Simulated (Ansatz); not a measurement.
Consider GaAs in the zinc blende structure (space group F-43m, No. 216; a = 5.659 Å). Axes: x, y, z lie along the cube axes.

The change: the cell is compressed by 1.97 % along x with no lateral relaxation; the atoms relax in the strained cell.

Levels (all Ansatz, a first-principles code, PAW): PBEsol (420 eV, spin-orbit coupling left out); r2SCAN (500 eV, without spin-orbit coupling); HSE06 (420 eV, no spin-orbit coupling).

At the geometry relaxed with PBEsol, these levels gave the following band gaps, in shuffled order: (a) 0.49 eV, (b) 1.48 eV, (c) 1.07 eV.

Q: Match each gap to its level.

A: (a) PBEsol; (b) HSE06; (c) r2SCAN.

Single points use the geometry relaxed with PBEsol. Stability against distortions was not tested.
